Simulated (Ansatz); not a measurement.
The parent structure is Cr in the bcc (W type) structure (space group Im-3m, No. 229; a = 2.848 Å; non-magnetic).

(Cell as relaxed with PBE.)

Levels (all Ansatz, a quantum-chemistry and plane-wave program, PAW): PBE (420 eV, no spin-orbit coupling); r2SCAN (500 eV, no spin-orbit coupling).

Each level relaxes its own structure.

| base | PBE | r2SCAN |
|---|---|---|
| volume per atom | 11.55 Å³ | 11.32 Å³ |
| lattice parameter a | 2.848 Å | 2.829 Å |
| band gap | zero | zero |

Now apply this change: a fraction x = 0.333 of the Cr sites is given to Mo, ordered in a cell of 3 atoms (starting symmetry I4/mmm) and fully relaxed.

| quantity | PBE | r2SCAN |
|---|---|---|
| volume per atom | 13.05 Å³ | 12.86 Å³ |
| band gap | zero | zero |
| mixing energy (to 0.01 eV only: unlike meshes or grids) | +0.07 eV/atom | +0.08 eV/atom |

PBE's volume per atom lies 0.198 Å³ above r2SCAN's (1.5 %); the two agree on the band gap. Neither level is exact; r2SCAN is the comparison here, not a measurement.

These are small ordered cells, not random alloys; other orderings at the same x differ. No phonon test of stability was made. Seeded moments were not kept for x(Mo) = 0.333, 3 atoms, I4/mmm and the base. All final runs are without spin polarisation. Real Cr is antiferromagnetic at low temperature and ambient pressure, an order that this cell doesn't hold.
